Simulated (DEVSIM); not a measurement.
Device: abrupt Si p-n junction, at 300 K.

```csv
layer (left to right),material,thickness (μm),Nd (cm⁻³),Na (cm⁻³),τn (s),τp (s)
1,Si,10.0,-,8.6e16,1.4e-5,1.4e-5
2,Si,0.190,8.3e14,-,1.4e-5,1.4e-5
```

Left contact: ohmic. Right contact: ohmic. Voltage is applied to the left contact. Recombination: SRH at mid-gap. Mobility is μmin + (μ − μmin)/(1 + (N/Nref)^α).

Constants are typed, rounded textbook-type inputs, not results; the design itself was drawn at random and stands for no fabricated device. Values at 300 K.

```
parameter           Si
-------------  -------
gap (eV)         1.124
affinity (eV)     4.05
permittivity      11.7
Nc (cm⁻³)      2.86e19
Nv (cm⁻³)       3.1e19
μn (cm²/Vs)       1417
μp (cm²/Vs)        470
μn,min              52
μp,min              45
Nref,n          9.7e16
Nref,p          2.2e17
αn                0.68
αp                0.72
```

DEVSIM, 1D drift-diffusion, Boltzmann statistics, complete ionisation; no tunnelling, impact ionisation, image-force lowering or self-heating.

Question: Give the dark forward current.

Answer: 
| V (V) | J (A/cm²) |
|---|---|
| 0.05 | 1.8e-6 |
| 0.10 | 1.3e-5 |
| 0.15 | 8.6e-5 |
| 0.20 | 0.00054 |
| 0.25 | 0.0033 |
| 0.30 | 0.020 |
| 0.35 | 0.12 |
| 0.40 | 0.69 |
| 0.45 | 3.7 |
| 0.50 | 17 |
| 0.55 | 59 |
| 0.60 | 140 |
| 0.65 | 260 |
| 0.70 | 400 |
| 0.75 | 550 |
| 0.80 | 720 |
| 0.85 | 900 |
| 0.90 | 1100 |
| 0.95 | 1300 |
| 1.00 | 1500 |
| 1.05 | 1700 |
| 1.10 | 1900 |
| 1.15 | 2100 |
